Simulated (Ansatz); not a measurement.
Ru₃GaC (model structure, started from the Ni3MgC type, Pm-3m, No. 221, 5 atoms in the cell): bulk modulus B0 by level of theory

No measured value is used here.

```json
[
 {"level (code)": "LDA (Ansatz)", "value (GPa)": "291", "cell (Å³/atom)": "12.35"},
 {"level (code)": "PBE (Ansatz)", "value (GPa)": "250", "cell (Å³/atom)": "12.99"},
 {"level (code)": "PBEsol (Ansatz)", "value (GPa)": "276", "cell (Å³/atom)": "12.59"},
 {"level (code)": "r²SCAN (Ansatz)", "value (GPa)": "268", "cell (Å³/atom)": "12.76"}
]
```

LDA, PBE, PBEsol, r²SCAN: the run has no spin polarisation, so it can have missed a magnetic state. LDA, PBE, PBEsol, r²SCAN: the bulk modulus is −V dP/dV from two relaxed cells at ±2 % in volume. Each level is taken at its own relaxed cell. Cutoffs differ between the levels. Ansatz's density-functional and Hartree–Fock values are scalar-relativistic unless marked +SOC, with PAW data made under PBE.

A model structure was made by putting elements into a prototype or built by hand; it is no filed structure, need not be a known phase, and can be a saddle point held by its symmetry.

Ansatz is a quantum-chemistry and plane-wave program.
